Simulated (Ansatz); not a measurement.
## PbSe under a change: strain tensor (xx, yy, zz, yz, xz, xy) = (+1.88, −1.50, −0.27, +0.20, −1.91, −0.45) %

Consider PbSe in the rock salt structure (space group Fm-3m, No. 225; a = 6.178 Å). Axes: x, y, z lie along the cube axes.

It is then changed as follows: the symmetric strain tensor [0.0188 -0.0045 -0.0191; -0.0045 -0.0150 0.0019; -0.0191 0.0019 -0.0027], atoms relaxed at fixed cell.

All numbers come from Ansatz (a program for electronic structure), r2SCAN, PAW, cutoff 500 eV, spin-orbit coupling left out. Γ-centred 9×9×9 mesh, Fermi–Dirac width 0.05 eV.

```csv
quantity,base,changed,shift
volume per atom,29.47 Å³,29.48 Å³,+0.01 Å³
space group,Fm-3m (No. 225),P-1 (No. 2),–
shortest interatomic distance,3.089 Å,3.043 Å,-0.046 Å
energy relative to the base (free energy F),0 meV/atom,+8.5 meV/atom,+8.5 meV/atom
"pressure (mean of the normal stresses, compression positive)",0.00 GPa,0.08 GPa,+0.08 GPa
band gap,0.66 eV,0.41 eV,-0.25 eV
gap character,–,"indirect, X → R",–
smallest direct gap,0.66 eV,0.59 eV,-0.079 eV
"valley order (the lowest conduction-band minima on the path, energy above the VBM, named in the base's zone)","L along ⟨111⟩ 0.66 eV; a point along ⟨110⟩, about 0.6 Å⁻¹ from Γ 1.46 eV",L along [111] 0.41 eV; L along [1-11] 0.44 eV; L along [11-1] 0.60 eV; L along [1-1-1] 0.68 eV,–
"stress (xx, yy, zz, yz, xz, xy; compression positive)",–,"(-1.90, 1.85, 0.31, -0.09, 0.68, 0.17) GPa",–
```

Cost of the whole job for the changed cell (relaxation, final SCF and bands): around 2.8 core-minutes (rough).

With Pb present, leaving out spin-orbit coupling can change the band edges. Whether these cells are dynamically stable was not tested. k-point labels follow each cell's own Brillouin zone.
